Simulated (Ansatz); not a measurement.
The parent structure is Ag in the fcc (Cu type) structure (space group Fm-3m, No. 225; a = 4.0538 Å; relaxed with 0.1 eV smearing). Axes: x, y, z lie along the cube axes.

Method: PBEsol (Ansatz, a first-principles code, PAW, scalar-relativistic without spin-orbit coupling).

Before the change:

The pressure comes out as 0.0 GPa and the shortest interatomic distance comes out as 2.866 Å.

One thing is altered: uniaxial strain ε_zz = +0.14 %, all other strain components held at zero; the atoms relax in the strained cell.

Q: Estimate the effect on the pressure and shortest interatomic distance.

A: The pressure (mean of the normal stresses, compression positive) goes from zero to -0.2 GPa; the shortest interatomic distance remains 2.866 Å.

Whether these cells are dynamically stable was not tested.
